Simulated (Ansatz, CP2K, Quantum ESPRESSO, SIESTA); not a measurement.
Code comparison for Sr₂NbN₂O₂ (I4/mmm, 7 atoms in the cell)

Self-consistent single point.

```yaml
crystal:
  lattice:
    - [-2.03153, 2.03153, 6.50352]
    - [2.03153, -2.03153, 6.50352]
    - [2.03153, 2.03153, -6.50352]
  atoms:
    - { symbol: Sr, position: [0.35168, 0.35168, 0.00000] }
    - { symbol: Sr, position: [0.64832, 0.64832, 0.00000] }
    - { symbol: Nb, position: [0.00000, 0.00000, 0.00000] }
    - { symbol: N, position: [0.50000, 0.00000, 0.50000] }
    - { symbol: N, position: [0.00000, 0.50000, 0.50000] }
    - { symbol: O, position: [0.16237, 0.16237, 0.00000] }
    - { symbol: O, position: [0.83763, 0.83763, 0.00000] }
```

Shared settings, as Ansatz (a first-principles code) writes them: kpoints.mp_grid.grid = 7 7 7; scf.occupations.method = gaussian; scf.occupations.width = 0.2 eV. Potentials and cutoffs stand in the table.

```
code                                                                                                                                 model  pressure (GPa)  largest force (eV/Å)       cutoff
----------------  ------------------------------------------------------------------------------------------------------------------------  --------------  --------------------  -----------
Ansatz                                                                                                 LDA (PW92), PAW files made with PBE           -9.91                 0.542      default
SIESTA            LDA PW92, numerical atomic orbitals TZP, PseudoDojo LDA standard norm-conserving potentials (rewritten from UPF to PSML)           -6.30                 0.494  grid 300 Ry
Quantum ESPRESSO                                                                       LDA (PZ), GBRV 1.5 ultrasoft (LDA) pseudopotentials           -9.53                 0.529        40 Ry
CP2K                                                  LDA (Pade form), GPW, DZVP-MOLOPT-SR-GTH basis, GTH-PADE potentials (GTH_POTENTIALS)           -9.73                 0.524  grid 500 Ry
```

Size of the force on each atom (eV/Å): Sizes of forces hide their directions.

```csv
code,Sr1,Sr2,Nb3,N4,N5,O6,O7
Ansatz,0.041,0.041,0.000,0.000,0.000,0.542,0.542
SIESTA,0.391,0.391,0.000,0.000,0.000,0.494,0.494
Quantum ESPRESSO,0.039,0.039,0.000,0.000,0.000,0.529,0.529
CP2K,0.071,0.071,0.000,0.000,0.000,0.524,0.524
```

On Ansatz's run: spin polarisation is off; with an odd number of electrons in the cell that forces a metal, and a magnetic state may lie lower.

The spread over the programs that give each value: pressure within 3.61 GPa; largest force within 0.048 eV/Å.

SIESTA and CP2K use small atom-centred bases, whose incompleteness enters pressures, forces and empty levels differently from a plane-wave cutoff. Ansatz's pressure is given at a fixed set of plane waves, as the other plane-wave codes print theirs; with its correction for the finite basis it is -9.60 GPa (the shift of 0.31 GPa shows how far the cutoff is from converged). The same LDA comes in different parametrisations, which differ slightly. In the pressure, SIESTA (by 3.42) lies more than 1 GPa from the median of the plane-wave programs.

The starting cell comes from a database of computed structures (which also holds hypothetical and non-ambient phases and stackings), without a prior relaxation at this level.

Left out of this page: Elk (not drawn, or without a comparable value).

Keys are those of Ansatz 0.2.
